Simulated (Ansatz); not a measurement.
Ir (Fm-3m), PBEsol, DFPT electron-phonon coupling, linearised Boltzmann equation (Ansatz, a program for electronic structure): Condition of this run: hydrostatic pressure 30 GPa (the target of the relaxation). phonon-limited resistivity 3.16 μΩ·cm at 300 K, 4.33 μΩ·cm at 400 K, current-weighted mean free path 12.2 nm, Drude plasma energy 11.36 eV.

**Question.** What temperature coefficient of resistance follows, and how does it compare with 1/T?

**Answer.** (ρ₄₀₀ − ρ₃₀₀)/(100 K × ρ₃₀₀) = 3.70×10⁻³ K⁻¹, against 1/T = 3.33×10⁻³ K⁻¹ for a resistivity proportional to T. It lies higher because phonons are still being populated at 300 K; impurities would add a constant and lower it.

**Question.** What is the classical skin depth at 100 GHz (nonmagnetic, μ₀ = 1.257×10⁻⁶ H/m)?

**Answer.** δ = √(ρ/(π f μ₀)) = 283 nm.

**Question.** Estimate the electronic thermal conductivity at 300 K by the Wiedemann-Franz law (L₀ = 2.44×10⁻⁸ W·Ω/K²).

**Answer.** L₀T/ρ = 2.44×10⁻⁸ × 300/(3.16×10⁻⁸) = 232 W/(m·K). Inelastic scattering puts the true Lorenz number somewhat under L₀ near and below the Debye temperature.

A metal at this level (no band gap). Only scattering by harmonic phonons is included (no impurities, grain boundaries, electron-electron scattering or thermal expansion). Spin-orbit coupling is left out, which matters with elements this heavy. The run warned that the eigensolver left some states short of its tolerance. Halving the electron mesh (40x40x40) moves the resistivity by up to 5 % at 300 K, the mean free path by up to 3 %. Smearing 0.20 eV; phonons on a 6x6x6 q mesh, which this run doesn't test.
